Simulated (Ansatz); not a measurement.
## TiAl2, response to strain

Start from TiAl2 (space group Cmmm, No. 65; a = 3.9017 Å, b = 12.0547 Å, c = 3.9704 Å). Axes: x, y, z lie along a, b, c of the conventional cell.

Strains are applied to the cell and any free atomic positions relax; under biaxial strain the out-of-plane vector relaxes too.

The values are results of DFT with PBEsol, PAW potentials and a 420 eV plane-wave cutoff in Ansatz (a quantum-chemistry and plane-wave program), without spin-orbit coupling, not measurements.

Notes on the quantities. pressure: mean of the normal stresses, compression positive.

```json
[
 {"case": "base", "shortest interatomic distance": "2.696 Å", "pressure": "0.0 GPa", "space group": "Cmmm (No. 65)"},
 {"case": "biaxial strain +0.31 %, plane normal [001], relaxed out of plane", "shortest interatomic distance": "2.703 Å", "pressure": "-0.5 GPa", "space group": "Cmmm (No. 65)"},
 {"case": "isotropic strain +1.39 %", "shortest interatomic distance": "2.724 Å", "pressure": "-4.4 GPa", "space group": "Cmmm (No. 65)"},
 {"case": "tensor shear ε_yz = +1.81 %", "shortest interatomic distance": "2.688 Å", "pressure": "0.2 GPa", "space group": "C2/m (No. 12)"}
]
```

Without a gap, meshes like the base's 13×13×12 leave anisotropic stresses uncertain by several tenths of a GPa, and small strain energies with them. Stability against distortions was not tested. All final runs are without spin polarisation.
